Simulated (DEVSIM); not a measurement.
Device: Si p-i-n diode, at 300 K.

```tsv
layer (left to right)	material	thickness (μm)	Nd (cm⁻³)	Na (cm⁻³)	τn (s)	τp (s)
1	Si	0.190	-	5.6e17	3.3e-5	1.1e-5
2	Si	8.30	1.8e12	-	1.1e-5	1.1e-5
3	Si	2.00	3.8e17	-	1.1e-5	1.1e-5
```

Left contact: ohmic. Right contact: ohmic. Voltage is applied to the left contact. Recombination: SRH at mid-gap, Auger. Mobility is μmin + (μ − μmin)/(1 + (N/Nref)^α).

This is a model device: material constants are rounded textbook-type values typed into the input, and sizes, dopings and lifetimes were drawn at random. Values at 300 K.

| parameter | Si |
|---|---|
| gap (eV) | 1.124 |
| affinity (eV) | 4.05 |
| permittivity | 11.7 |
| Nc (cm⁻³) | 2.86e19 |
| Nv (cm⁻³) | 3.1e19 |
| μn (cm²/Vs) | 1417 |
| μp (cm²/Vs) | 470 |
| μn,min | 52 |
| μp,min | 45 |
| Nref,n | 9.7e16 |
| Nref,p | 2.2e17 |
| αn | 0.68 |
| αp | 0.72 |
| Cn (cm⁶/s) | 2.8e-31 |
| Cp (cm⁶/s) | 9.9e-32 |

Simulated with DEVSIM: 1D drift-diffusion, Boltzmann statistics, complete ionisation; no tunnelling, impact ionisation, image-force lowering or self-heating.

Problem. Tabulate band edges, carrier densities and field at zero bias.

Solution. Energies count from the Fermi level of the right contact; mesh points crowd at the junctions.

```csv
x (μm),Ec (eV),Ev (eV),n (cm⁻³),p (cm⁻³),field (V/cm)
0.000,1.020,-0.104,210,5.6e17,≈ 0
0.03273,1.020,-0.104,210,5.6e17,≈ 0
0.09500,1.020,-0.104,210,5.6e17,≈ 0
0.1608,1.020,-0.104,210,5.6e17,-280
0.2006,0.963,-0.161,1900,6.1e16,-22000
0.2543,0.901,-0.223,21000,5.6e15,-6700
0.3908,0.848,-0.276,160000,7.1e14,-2500
0.9575,0.772,-0.352,3100000,3.8e13,-890
2.179,0.682,-0.442,9.9e7,1.2e12,-670
5.107,0.500,-0.624,1.2e11,1.0e9,-580
7.228,0.379,-0.745,1.2e13,9300000,-610
8.148,0.301,-0.823,2.5e14,460000,-1500
8.370,0.250,-0.874,1.8e15,63000,-3900
8.458,0.195,-0.929,1.5e16,7800,-11000
8.502,0.116,-1.008,3.2e17,360,-6600
8.557,0.112,-1.012,3.8e17,310,≈ 0
8.694,0.112,-1.012,3.8e17,310,≈ 0
9.061,0.112,-1.012,3.8e17,310,≈ 0
9.994,0.112,-1.012,3.8e17,310,≈ 0
10.31,0.112,-1.012,3.8e17,310,≈ 0
10.43,0.112,-1.012,3.8e17,310,≈ 0
10.49,0.112,-1.012,3.8e17,310,≈ 0
```
